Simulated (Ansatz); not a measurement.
CdTe (I-4m2), Ansatz (a program for electronic structure) with r2SCAN with spin-orbit coupling, rigid bands: Condition of this run: uniaxial stress along [001] of -3.5 GPa (compression positive) (the target of the relaxation). band gap 0.61 eV, N_c = 5.80e17 cm⁻³ and N_v = 2.84e18 cm⁻³ at 300 K, conductivity masses along y (a = (0.00, 3.11, 3.61) Å; b = (3.11, 0.00, 3.61) Å; c = (3.11, 3.11, 0.00) Å) of 0.0823 mₑ (electrons) and 0.186 mₑ (holes). Take k_BT = 0.02585 eV.

Question: What thermal injection velocity √(2k_BT/πm) limits a ballistic channel along the direction named?

Answer: 1.88e7 cm/s for electrons and 1.25e7 cm/s for holes, a ratio of √(m_h/m_e) = 1.50, for dilute carriers.

Question: What built-in voltage has an abrupt junction with N_A = 1e16 and N_D = 1e17 cm⁻³, all dopants ionised?

Answer: V_bi = E_g/e − (k_BT/e) ln(N_c N_v/(N_A N_D)) = 0.61 − 0.02585 × 7.41 = 0.42 V. It follows the computed gap one for one.

Question: A film of it is 8 nm thick, with its normal along the direction named. Estimate the confinement energies in an infinite well.

Answer: ħ²π²/(2m t²) = 0.376 eV·nm²/(m/mₑ × t²) gives 71.4 meV for electrons and 31.6 meV for holes, so the gap would widen to about 0.71 eV. Finite barriers and nonparabolic bands lower this, and with several valleys or bands the heaviest mass along the normal sets the lowest level, not this average.

Rigid, parabolic bands with the computed gap; masses take one relaxation time for all states. Geometry: cell and atoms relaxed with PBEsol.
